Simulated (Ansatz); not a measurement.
The starting structures come from a database of crystals and need not be the phases stable at ambient conditions.

Inside the gap of an insulator the Bloch states are evanescent, with a wavenumber k + iκ along the transport direction.

Data:

```
ZrO2
1.0
    3.45571     0.00000     0.00000
    0.00000     6.72100     0.00000
    0.00000     0.00000     5.63274
Zr O
4 8
Cartesian
  2.59178   5.99231   4.23323
  0.86393   0.72869   1.39951
  0.86393   2.63181   4.21588
  2.59178   4.08919   1.41686
  0.86393   4.43075   5.50893
  2.59178   2.29025   0.12381
  2.59178   1.07025   2.94018
  0.86393   5.65075   2.69256
  0.86393   0.51416   4.84832
  2.59178   6.20685   0.78442
  2.59178   3.87466   3.60079
  0.86393   2.84635   2.03195
```

Space group of this cell: Pnma. The cell is strained (lengths across the current scaled by 1.02, ions clamped); by r2SCAN its mean pressure is -17.7 GPa.

Transport runs along the normal of the first two printed cell vectors.

No gap correction and no spin-orbit coupling; mid-gap values are interpolated between computed energies.

Estimate the band gap and the smallest decay constant κ at mid-gap that r2SCAN run with Ansatz (an electronic-structure program) returns for this system.

Gap 3.38 eV on a 10×6×6 mesh; κ = 0.437 1/Å, at the zone centre.
